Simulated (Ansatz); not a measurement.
**Element substitutions in CaSnF6**

The parent structure is CaSnF$_{6}$ (space group R-3, No. 148; a = 5.865 Å, c = 14.612 Å (hexagonal axes); a cell from a computed database, its experimental status unchecked).

Each row replaces one element on all its sites; cell and atoms are relaxed.

Computed with Ansatz (a quantum-chemistry and plane-wave program) PBEsol, spin-orbit coupling left out.

```json
[
 {"change": "base", "width of the top valence band": "0.15 eV", "density": "3.12 g/cm³", "band gap": "5.66 eV"},
 {"change": "F → Br", "width of the top valence band": "0.25 eV", "density": "4.33 g/cm³", "band gap": "1.61 eV"},
 {"change": "F → I", "width of the top valence band": "0.39 eV", "density": "4.96 g/cm³", "band gap": "0.54 eV"},
 {"change": "F → Cl", "width of the top valence band": "0.13 eV", "density": "2.97 g/cm³", "band gap": "2.77 eV"}
]
```

Spin-orbit coupling, missing from the scalar runs, can matter with I. Whether these cells are dynamically stable was not tested. As relaxed here, CaSnBr6, CaSnI6 and CaSnCl6 are hypothetical phases, not in the database extracts checked.
